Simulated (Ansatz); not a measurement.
A computed series for Ta2N: response to strain

Take Ta2N in the anti-CdI2 type structure (space group P-3m1, No. 164; a = 3.067 Å, c = 4.884 Å) as the base. Axes: x lies along a and z along c of the hexagonal cell.

Strains are applied to the cell and any free atomic positions relax.

The values are results of r2SCAN+rVV10 in Ansatz (plane waves to 500 eV, PAW, no SOC), not measurements.

Notes on the quantities. energy relative to the base: free energy F.

```
variant                         energy relative to the base  shortest interatomic distance
------------------------------  ---------------------------  -----------------------------
base                                             0 meV/atom                        2.171 Å
isotropic strain −1.79 %                       +38 meV/atom                        2.137 Å
isotropic strain +0.35 %                      +1.3 meV/atom                        2.177 Å
uniaxial strain ε_yy = −3.52 %                 +26 meV/atom                        2.133 Å
```

Without a gap, meshes like the base's 17×17×10 leave anisotropic stresses uncertain by several tenths of a GPa, and small strain energies with them. Whether these cells are dynamically stable was not tested. All final runs are without spin polarisation. An odd electron count without spin: Ta2N.

Ansatz is a quantum-chemistry and plane-wave program.
